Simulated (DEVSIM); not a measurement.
Structure: Schottky contact on p-type GaP, at 250 K.

```csv
layer (left to right),material,thickness (μm),Na (cm⁻³),τn (s),τp (s)
1,GaP,16.0,2.2e17,6.1e-7,6.1e-7
```

Left contact: Schottky, work function 4.84 eV, emission velocity 1.9e6 cm/s. Right contact: ohmic. Voltage is applied to the left contact. Recombination: SRH at mid-gap, radiative. Mobility is μmin + (μ − μmin)/(1 + (N/Nref)^α).

The device is made up for the run: typed textbook-type constants, with dimensions and the other settings drawn at random. Values at 300 K; Nc and Nv go as T^1.5, mobilities as T to minus their exponent, the gap by Varshni's rule with the affinity fixed.

```csv
parameter,GaP
gap (eV),2.26
affinity (eV),3.8
permittivity,11.1
Nc (cm⁻³),1.8e19
Nv (cm⁻³),1.9e19
μn (cm²/Vs),250
μp (cm²/Vs),150
"μn,min",10
"μp,min",10
"Nref,n",4.4e18
"Nref,p",1e18
αn,0.8
αp,0.85
T exponent of μn,1.6
T exponent of μp,1.98
B (cm³/s),1e-13
Varshni α (eV/K),0.00058
Varshni β (K),372
```

Model (solved in DEVSIM): 1D drift-diffusion, Boltzmann statistics, complete ionisation; no tunnelling, impact ionisation, image-force lowering or self-heating. Metal contacts follow the ideal Schottky-Mott rule: no Fermi-level pinning, no interface dipoles.

Q: Tabulate band edges, carrier densities and field at 2.0 V on the left contact.

A: Energies count from the Fermi level of the right contact; mesh points crowd at the junctions.

| x (μm) | Ec (eV) | Ev (eV) | n (cm⁻³) | p (cm⁻³) | field (V/cm) |
|---|---|---|---|---|---|
| 0.000 | -0.960 | -3.239 | < 1e2 | < 1e2 | 470000 |
| 0.01516 | -0.283 | -2.562 | < 1e2 | < 1e2 | 420000 |
| 0.04252 | 0.730 | -1.550 | < 1e2 | < 1e2 | 320000 |
| 0.08445 | 1.762 | -0.518 | < 1e2 | 5.2e8 | 170000 |
| 0.1927 | 2.189 | -0.090 | < 1e2 | 2.2e17 | 11 |
| 0.3292 | 2.189 | -0.090 | < 1e2 | 2.2e17 | ≈ 0 |
| 0.5755 | 2.189 | -0.090 | < 1e2 | 2.2e17 | ≈ 0 |
| 1.126 | 2.189 | -0.090 | < 1e2 | 2.2e17 | ≈ 0 |
| 1.928 | 2.189 | -0.090 | < 1e2 | 2.2e17 | ≈ 0 |
| 3.156 | 2.189 | -0.090 | < 1e2 | 2.2e17 | ≈ 0 |
| 5.375 | 2.189 | -0.090 | < 1e2 | 2.2e17 | ≈ 0 |
| 9.739 | 2.189 | -0.090 | < 1e2 | 2.2e17 | ≈ 0 |
| 12.32 | 2.189 | -0.090 | < 1e2 | 2.2e17 | ≈ 0 |
| 13.75 | 2.189 | -0.090 | < 1e2 | 2.2e17 | ≈ 0 |
| 14.89 | 2.189 | -0.090 | < 1e2 | 2.2e17 | ≈ 0 |
| 15.33 | 2.189 | -0.090 | < 1e2 | 2.2e17 | ≈ 0 |
| 15.61 | 2.189 | -0.090 | < 1e2 | 2.2e17 | ≈ 0 |
| 15.77 | 2.189 | -0.090 | < 1e2 | 2.2e17 | ≈ 0 |
| 15.90 | 2.189 | -0.090 | < 1e2 | 2.2e17 | ≈ 0 |
| 15.95 | 2.189 | -0.090 | < 1e2 | 2.2e17 | ≈ 0 |
| 15.98 | 2.189 | -0.090 | < 1e2 | 2.2e17 | ≈ 0 |
| 16.00 | 2.189 | -0.090 | < 1e2 | 2.2e17 | ≈ 0 |
